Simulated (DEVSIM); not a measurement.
Device: Au/SiO2/n-Si capacitor, at 300 K.

| layer (left to right) | material | thickness (nm) | Nd (cm⁻³) |
|---|---|---|---|
| 1 | SiO2 | 1.20 | - |
| 2 | Si | 4400 | 1.7e16 |

Metal gate on the left, work function 5.1 eV. Fixed charge at the semiconductor interface -3e11 cm⁻² (in units of +e); interface traps 4.2e10 cm⁻² eV⁻¹, uniform in energy, neutral level at 0.3 of the gap above the valence band.

Constants are typed, rounded textbook-type inputs, not results; the design itself was drawn at random and stands for no fabricated device. Values at 300 K.

| parameter | SiO2 | Si |
|---|---|---|
| gap (eV) | 9 | 1.124 |
| affinity (eV) | 0.9 | 4.05 |
| permittivity | 3.9 | 11.7 |
| Nc (cm⁻³) | - | 2.86e19 |
| Nv (cm⁻³) | - | 3.1e19 |

Model (solved in DEVSIM): 1D Poisson equation in equilibrium, Boltzmann statistics, complete ionisation; no quantum confinement or tunnelling. Metal contacts follow the ideal Schottky-Mott rule: no Fermi-level pinning, no interface dipoles.

The fixed charge was swept, all else fixed.

```
fixed charge (cm^-2)  flat-band voltage (V)  minimum of the low-frequency capacitance (μF/cm²)  threshold voltage (band bending 2φF) (V)
--------------------  ---------------------  -------------------------------------------------  ----------------------------------------
-6.6e12                                1.22                                             0.0554                                      0.46
-3.45e12                               1.05                                             0.0548                                      0.29
-3e11                                  0.88                                             0.0548                                      0.11
2.85e12                                0.70                                             0.0562                                     -0.06
6e12                                   0.53                                             0.0553                                       ___
```

**Question.** Some entries are withheld; supply them.

**Answer.** 
- 6e12, threshold voltage (band bending 2φF) (V): -0.23
